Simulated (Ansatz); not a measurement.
Consider CuI in the zinc blende structure (space group F-43m, No. 216).

```yaml
crystal:
  lattice:
    - [0.00000, 2.93094, 2.93094]
    - [2.93094, 0.00000, 2.93094]
    - [2.93094, 2.93094, 0.00000]
  atoms:
    - { symbol: Cu, position: [0.00000, 0.00000, 0.00000] }
    - { symbol: I, position: [0.25000, 0.25000, 0.25000] }
```

The values are results of LDA (Ansatz, an electronic-structure program), no SOC, not measurements.

Strains are applied to the cell and any free atomic positions relax.

One change was made to it. Results:

```json
[
 {"quantity": "hole mass (degenerate bands, along [100])", "base": "0.18, 0.57, 0.57 mₑ (at Γ)", "after": "0.18, 0.60, 0.60 mₑ (at Γ)"},
 {"quantity": "pressure", "base": "0.00 GPa", "after": "-0.82 GPa"},
 {"quantity": "energy relative to the base (free energy F)", "base": "0 meV/atom", "after": "+1.0 meV/atom"},
 {"quantity": "electron mass", "base": "0.14 mₑ (at Γ)", "after": "0.14 mₑ (at Γ)"}
]
```

Q: Which of these changes matches the shifts?
A. isotropic strain +0.50 %
B. isotropic strain +2.50 %
C. isotropic strain +3.00 %
D. isotropic strain +1.50 %
E. isotropic strain −1.50 %

A: A, isotropic strain +0.50 %. For comparison, the energy relative to the base in the other runs: isotropic strain +1.50 % gives +8.5 meV/atom; isotropic strain −1.50 % gives +9.6 meV/atom; isotropic strain +3.00 % gives +32 meV/atom; isotropic strain +2.50 % gives +23 meV/atom.

With I present, leaving out spin-orbit coupling can change the band edges. The levels and masses belong to the bands next to the band gap. Masses are band curvatures over ±0.01 Å⁻¹ around the edge. Stability against distortions was not tested. The final runs are not spin-polarised.
